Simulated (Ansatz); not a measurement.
FeCo (Cmmm, No. 65, 2 atoms in the cell; start mp-1225016; a measured phase of this formula has another space group)

Method: PBEsol (Ansatz, an electronic-structure program, PAW).

Settings: plane-wave cutoff 520 eV, 24×24×14 k mesh (along the axes of the cell as run), Fermi–Dirac smearing 0.05 eV, spin-polarised start, scalar-relativistic PAW data made under PBE.

Cell (relaxed at this level):

```cif
data_Co2Fe2
_chemical_formula_sum 'Fe2 Co2'
_space_group_name_H-M_alt 'Cmmm'
_space_group_IT_number 65
_space_group_name_Hall '-C 2 2'
_cell_length_a 2.78062
_cell_length_b 3.98089
_cell_length_c 3.94364
_cell_angle_alpha 90.000
_cell_angle_beta 90.000
_cell_angle_gamma 90.000
loop_
_space_group_symop_operation_xyz
  'x, y, z'
  '-x, -y, -z'
  '-x, -y, z'
  'x, y, -z'
  'x, -y, -z'
  '-x, y, z'
  '-x, y, -z'
  'x, -y, z'
  'x+1/2, y+1/2, z'
  '-x+1/2, -y+1/2, -z'
  '-x+1/2, -y+1/2, z'
  'x+1/2, y+1/2, -z'
  'x+1/2, -y+1/2, -z'
  '-x+1/2, y+1/2, z'
  '-x+1/2, y+1/2, -z'
  'x+1/2, -y+1/2, z'
loop_
_atom_site_label
_atom_site_type_symbol
_atom_site_symmetry_multiplicity
_atom_site_Wyckoff_symbol
_atom_site_fract_x
_atom_site_fract_y
_atom_site_fract_z
_atom_site_occupancy
Fe1 Fe 2 c 0.00000 0.50000 0.50000 1
Co1 Co 2 a 0.00000 0.00000 0.00000 1
```
(The calculation used a cell of 2 atoms; values per cell refer to that cell.)

```
Property              Value
------------  -------------
band gap      zero (no gap)
bulk modulus        216 GPa
```

Note: the magnetic order was assumed, not searched for or taken from measurement; the relaxation could not lower the start's symmetry, so the cell can be a saddle point above a distorted one; the bulk modulus is −V dP/dV from two relaxed cells at ±2 % in volume.

Computing time: roughly 11 core-minutes.

A start named mp-… is a Materials Project structure, which need not be a measured phase.
